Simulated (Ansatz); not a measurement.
Troubleshooting Ansatz (a first-principles code): a failed run on Cr₃Cu (Fm-3m, 4 atoms in the cell). The aim is a self-consistent single point with DFT, PBE, plane waves, default PAW files.

Cell that was meant: a = 4.3651 Å, b = 4.3651 Å, c = 4.3651 Å, α = 60.00°, β = 60.00°, γ = 60.00°.

Part of the input:

Ansatz 0.2 input:
```yaml
  spin_polarized: true
scf:
  occupations: { method: gaussian, width: 0.1 }
  max_iter: 4
output:
  forces: true
  eigenvalues: true
```

Output, abridged:

```
SCF iter   1: F=—  HF=-16763.538311 eV  |F-HF|=—  |Δ(HF+E_count)|=         —  Δρ=2.30e-1 (↑2.30e-1 ↓1.63e-1)  dr2=3.40e1  dr2_m=1.10e1  M=2.621 μB ∫|m|=3.062 μB  β_m=0.30  ethr=3.10e-3  ⟨swp⟩=4.1  Hψ=8613  notcnv=0
Mixer restart at iter 1: flushing history
all-band conjugate gradients solve this SCF's bands
preconditioner: auto → Kerker (q_TF=auto, 2.745 Å⁻¹)
   [... lines left out ...]
SCF iter   3: F=—  HF=-16757.841940 eV  |F-HF|=—  |Δ(HF+E_count)|=   9.46e-1  Δρ=1.21e-1 (↑1.08e-1 ↓1.21e-1)  dr2=4.78e0  dr2_m=5.64e0  M=4.141 μB ∫|m|=6.948 μB  β_m=0.45  ethr=3.10e-3  ⟨swp⟩=6.0  Hψ=19940  notcnv=0
SCF iter   4: F=—  HF=-16756.908659 eV  |F-HF|=—  |Δ(HF+E_count)|=   9.33e-1  Δρ=6.86e-2 (↑6.60e-2 ↓6.86e-2)  dr2=1.34e-1  dr2_m=2.37e0  M=4.143 μB ∫|m|=8.267 μB  β_m=0.57  ethr=3.10e-3  ⟨swp⟩=5.1  Hψ=19358  notcnv=0
Error: did not converge after 4 iterations: magnetization_residual = 2.37e0 (threshold 1.00e-7), under the density mixer `msr1`, which `scf.mixing.algorithm: auto` chose by the deck's other keys (type `scf.mixing.algorithm: msr1` to keep it); raise `scf.max_iter`, which need not help a stalled SCF, or adjust the mixing (`scf.mixing`) or, under a smearing, its width (`scf.occupations.width`, in either direction: another width is another result); this SCF holds its density and magnetisation to the symmetry operations that it keeps, and cannot end on a state that breaks one of them: if the state sought breaks one, re-run with `crystal.symmetry.detect: false`, without [...]
```

Question: Diagnose the run.

Answer: The fault is an iteration limit that is too low. The loop is cut before its threshold is met, so whatever is printed at the end is not self-consistent. To fix it, raise the limit, or leave it to the default. The run ended unconverged after 4 iterations.

The sound input it was made from differs as follows (other fixes are possible):
```diff
-  max_iter: 4
```

With that input, the run converged in 16 iterations: free energy E − TS (on the zero of these files) -16756.6944 eV; Fermi level (on the code's own zero) 14.22 eV; pressure -11.90 GPa; size of the cell's spin moment 4.09 μB (DFT, PBE, plane waves, default PAW files).

On the sound input: the starting cell was generated: these elements placed on a structure prototype, without a prior relaxation; it need not be a known phase or ordering of this composition. Its lattice was rescaled by a random factor within 2.5 % of one. The magnetic order is the one reached from the typed start; others were not searched systematically. The program warned that a starting moment was not kept. With a pressure of about -12 GPa the cell is away from its equilibrium volume at this level. Ansatz's pressure includes its estimate of the finite-basis (Pulay) stress.
